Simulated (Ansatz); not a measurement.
**AgCl under a change: isotropic strain +2.50 %**

The parent structure is AgCl in the rock salt structure (space group Fm-3m, No. 225; a = 5.611 Å).

It is then changed as follows: an isotropic linear strain of +2.50 %, atoms relaxed at fixed cell.

All numbers come from PBE (Ansatz, a quantum-chemistry and plane-wave program, PAW, without spin-orbit coupling). Settings: 10×10×10 k-points, 0.05 eV Fermi–Dirac smearing.

```json
[
 {"quantity": "volume per atom", "base": "22.09 Å³", "changed": "23.79 Å³", "shift": "+1.70 Å³"},
 {"quantity": "space group", "base": "Fm-3m (No. 225)", "changed": "Fm-3m (No. 225)", "shift": "–"},
 {"quantity": "energy relative to the base (free energy F)", "base": "0 meV/atom", "changed": "+15 meV/atom", "shift": "+15 meV/atom"},
 {"quantity": "band gap", "base": "0.92 eV", "changed": "0.96 eV", "shift": "+0.04 eV"},
 {"quantity": "gap character", "base": "indirect, L → Γ", "changed": "indirect, L → Γ", "shift": "–"},
 {"quantity": "smallest direct gap", "base": "2.88 eV", "changed": "2.69 eV", "shift": "-0.19 eV"},
 {"quantity": "mean gap deformation potential ΔEg/Δln V", "base": "–", "changed": "+0.5 eV", "shift": "–"},
 {"quantity": "width of the top valence band", "base": "2.17 eV", "changed": "1.88 eV", "shift": "-0.29 eV"},
 {"quantity": "electron mass", "base": "0.27 mₑ (at Γ)", "changed": "0.27 mₑ (at Γ)", "shift": "–"}
]
```

Effective masses come from finite differences of ±0.01 Å⁻¹. Whether these cells are dynamically stable was not tested.
